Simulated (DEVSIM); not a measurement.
Device: abrupt Si n-p junction, at 350 K.

Layer 1 from the left is Si, thickness (μm) 68.0, Nd (cm⁻³) 8.8e18, τn (s) 0.00013, τp (s) 0.00013. Layer 2 from the left is Si, thickness (μm) 0.440, Na (cm⁻³) 2e15, τn (s) 0.00013, τp (s) 0.00013.

Left contact: ohmic. Right contact: ohmic. Voltage is applied to the left contact. Recombination: SRH at mid-gap. Gap narrowing is on: ΔEg = 6.92 meV × (l + √(l² + 0.5)), l = ln(N/1.3e17 cm⁻³), shared equally by both band edges. Mobility is μmin + (μ − μmin)/(1 + (N/Nref)^α).

This is a model device: material constants are rounded textbook-type values typed into the input, and sizes, dopings and lifetimes were drawn at random. Values at 300 K; Nc and Nv go as T^1.5, mobilities as T to minus their exponent, the gap by Varshni's rule with the affinity fixed.

Si: gap (eV) 1.124, affinity (eV) 4.05, permittivity 11.7, Nc (cm⁻³) 2.86e19, Nv (cm⁻³) 3.1e19, μn (cm²/Vs) 1417, μp (cm²/Vs) 470, μn,min 52, μp,min 45, Nref,n 9.7e16, Nref,p 2.2e17, αn 0.68, αp 0.72, T exponent of μn 2.3, T exponent of μp 2.2, Varshni α (eV/K) 0.000473, Varshni β (K) 636.

DEVSIM, 1D drift-diffusion, Boltzmann statistics, complete ionisation; no tunnelling, impact ionisation, image-force lowering or self-heating.

Problem. What does the simulation give for the dark forward voltage at 1 A/cm², the dark forward voltage at 100 A/cm², the largest field in the device at zero bias?

Solution. dark forward voltage at 1 A/cm² 0.309 V; dark forward voltage at 100 A/cm² 0.486 V; largest field in the device at zero bias 130000 V/cm.
